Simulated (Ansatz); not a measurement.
Response to strain in AgRhS2O8

The parent structure is AgRhS₂O₈ (space group C2/m, No. 12; a cell from a computed database, its experimental status unchecked).

```
CELL_PARAMETERS angstrom
      3.98646    -2.58055     0.00000
      3.98646     2.58055     0.00000
     -0.12186     0.00000     7.25335
ATOMIC_POSITIONS crystal
  Ag 0.00000 0.00000 0.50000
  Rh 0.00000 0.00000 0.00000
  S  0.35813 0.35813 0.21250
  S  0.64187 0.64187 0.78750
  O  0.27527 0.27527 0.38904
  O  0.72473 0.72473 0.61096
  O  0.23392 0.70875 0.20529
  O  0.76608 0.29125 0.79471
  O  0.29125 0.76608 0.79471
  O  0.70875 0.23392 0.20529
  O  0.24983 0.24983 0.04360
  O  0.75017 0.75017 0.95640
```

Cartesian axes are those of the cell as printed.

Strains are applied to the cell and any free atomic positions relax; under biaxial strain the out-of-plane vector relaxes too; under stress the whole cell relaxes.

All numbers come from DFT with PBEsol, PAW potentials and a 420 eV plane-wave cutoff in Ansatz (an electronic-structure program), no SOC, earlier PAW set.

Notes on the quantities. pressure: mean of the normal stresses, compression positive.

| case | pressure | band gap | smallest direct gap |
|---|---|---|---|
| base | 0.00 GPa | 1.13 eV | 1.22 eV |
| biaxial strain −3.39 %, plane normal [001], relaxed out of plane | 3.20 GPa | 1.24 eV | 1.36 eV |
| biaxial strain −3.06 %, plane normal [001], relaxed out of plane | ___ | 1.23 eV | ___ |
| biaxial strain −1.66 %, plane normal [001], relaxed out of plane | ___ | 1.19 eV | 1.30 eV |
| uniaxial strain ε_yy = −1.07 % | 1.01 GPa | 1.15 eV | 1.25 eV |
| uniaxial stress, 8 GPa tension along x | – | 0.82 eV | 1.14 eV |
| tensor shear ε_xy = +1.00 % | 0.00 GPa | 1.14 eV | 1.23 eV |
| tensor shear ε_xz = +3.50 % | ___ | 1.00 eV | 1.19 eV |

Problem. Some entries are withheld; estimate them.

Solution. 
- biaxial strain −3.06 %, plane normal [001], relaxed out of plane, pressure: 2.85 GPa
- biaxial strain −3.06 %, plane normal [001], relaxed out of plane, smallest direct gap: 1.35 eV
- biaxial strain −1.66 %, plane normal [001], relaxed out of plane, pressure: 1.45 GPa
- tensor shear ε_xz = +3.50 %, pressure: 1.75 GPa

Beyond what the load breaks, stability against distortions was not tested.
